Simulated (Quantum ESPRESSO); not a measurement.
Worked example: self-consistent single point of TaC (Fm-3m, 2 atoms in the cell) in Quantum ESPRESSO.

Level of theory: LDA (PZ), GBRV 1.5 ultrasoft (LDA) pseudopotentials (plane waves; Quantum ESPRESSO).

```xyz
2
Lattice="-2.2585 0.0000 2.2585 0.0000 2.2585 2.2585 -2.2585 2.2585 0.0000" Properties=species:S:1:pos:R:3 pbc="T T T"
Ta     0.0000     0.0000     0.0000
C     -2.2585     2.2585     2.2585
```

Reference input (self-consistent single point, DFT, LDA (PZ), plane waves, GBRV 1.5 ultrasoft (LDA) pseudopotentials): ecutwfc = 40 Ry; ecutrho = 320 Ry; occupations = smearing; smearing = fd; degauss = 0.0073499 Ry; potentials = {Ta: ta_lda_v1.uspp.F.UPF, C: c_lda_v1.2.uspp.F.UPF}; K_POINTS = automatic 10 10 10 0 0 0; conv_thr = 1e-10 Ry; mixing_beta = 0.5. This run's input differs from it in these lines:

```diff
@@ -17,3 +17,3 @@
   smearing = 'fd'
-  degauss = 0.0073499
+  degauss = 0.036749
 /
```

Log, with long lists cut:

```
     Self-consistent Calculation

     iteration #  1     ecut=    40.00 Ry     beta= 0.50

     negative rho (up, down):  9.447E-02 0.000E+00

     total energy              =    -153.34472896 Ry
     estimated scf accuracy    <       0.57525220 Ry

     iteration #  2     ecut=    40.00 Ry     beta= 0.50

     negative rho (up, down):  9.561E-02 0.000E+00

     total energy              =    -153.51497769 Ry
     estimated scf accuracy    <       0.26163840 Ry

     iteration #  3     ecut=    40.00 Ry     beta= 0.50

     negative rho (up, down):  9.702E-02 0.000E+00

     total energy              =    -153.56009006 Ry
     estimated scf accuracy    <       0.00210271 Ry

   [... 9 blocks of this kind left out ...]

     iteration # 13     ecut=    40.00 Ry     beta= 0.50

     negative rho (up, down):  9.746E-02 0.000E+00

     total energy              =    -153.56049868 Ry
     estimated scf accuracy    <          2.4E-10 Ry

     iteration # 14     ecut=    40.00 Ry     beta= 0.50

     negative rho (up, down):  9.746E-02 0.000E+00
     End of self-consistent calculation

     the Fermi energy is    18.6749 ev

!    total energy              =    -153.56049868 Ry
     estimated scf accuracy    <          2.5E-11 Ry
     smearing contrib. (-TS)   =      -0.04189547 Ry
     internal energy E=F+TS    =    -153.51860320 Ry

     convergence has been achieved in  14 iterations

     negative rho (up, down):  9.746E-02 0.000E+00

     Forces acting on atoms (cartesian axes, Ry/au):

     atom    1 type  1   force =     0.00000000    0.00000000   -0.00000000
     atom    2 type  2   force =     0.00000000   -0.00000000    0.00000000

     Total force =     0.000000     Total SCF correction =     0.000000

     negative rho (up, down):  9.746E-02 0.000E+00
          total   stress  (Ry/bohr**3)                   (kbar)     P=     -205.73
  -0.00139854  -0.00000000  -0.00000000         -205.73       -0.00       -0.00
  -0.00000000  -0.00139854   0.00000000           -0.00     -205.73        0.00
  -0.00000000   0.00000000  -0.00139854           -0.00        0.00     -205.73

   JOB DONE.
```

The run converged in 14 iterations. Against the reference run the free energy goes down by 131 meV/atom and the pressure goes from -22.97 to -20.57 GPa.

The starting cell comes from a database of computed structures (which also holds hypothetical and non-ambient phases and stackings), without a prior relaxation at this level. Its lattice was rescaled by a random factor within 2.5 % of one. Spin polarisation is off. With a pressure of about -21 GPa the cell is away from its equilibrium volume at this level.
